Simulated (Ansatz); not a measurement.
Consider LiF in the rock salt structure (space group Fm-3m, No. 225; a = 4.0079 Å). Axes: x, y, z lie along the cube axes.

One thing is altered: tensor shear ε_xy = +0.57 % (engineering shear γ = 0.0114); the atoms relax in the strained cell.

Method: plane-wave PAW DFT at the PBEsol level (Ansatz, a program for electronic structure, 420 eV), spin-orbit coupling left out.

Problem. Give the band edges at the high-symmetry points of the new zone, measured from its valence-band maximum.

Solution. 
```json
[
 {"point": "Γ", "valence edge (eV)": "0.00", "conduction edge (eV)": "9.02"},
 {"point": "X", "valence edge (eV)": "-1.01", "conduction edge (eV)": "14.75"},
 {"point": "F₂", "valence edge (eV)": "-0.83", "conduction edge (eV)": "14.29"},
 {"point": "Σ₀", "valence edge (eV)": "-0.83", "conduction edge (eV)": "14.29"},
 {"point": "Y₀", "valence edge (eV)": "-0.75", "conduction edge (eV)": "14.43"},
 {"point": "U₀", "valence edge (eV)": "-0.75", "conduction edge (eV)": "14.43"},
 {"point": "R", "valence edge (eV)": "-0.27", "conduction edge (eV)": "10.61"},
 {"point": "W", "valence edge (eV)": "-0.85", "conduction edge (eV)": "14.87"},
 {"point": "S", "valence edge (eV)": "-0.24", "conduction edge (eV)": "10.66"},
 {"point": "T", "valence edge (eV)": "-1.07", "conduction edge (eV)": "14.74"}
]
```

The gap is 9.02 eV, direct at Γ.

Whether these cells are dynamically stable was not tested. k-point labels follow each cell's own Brillouin zone.
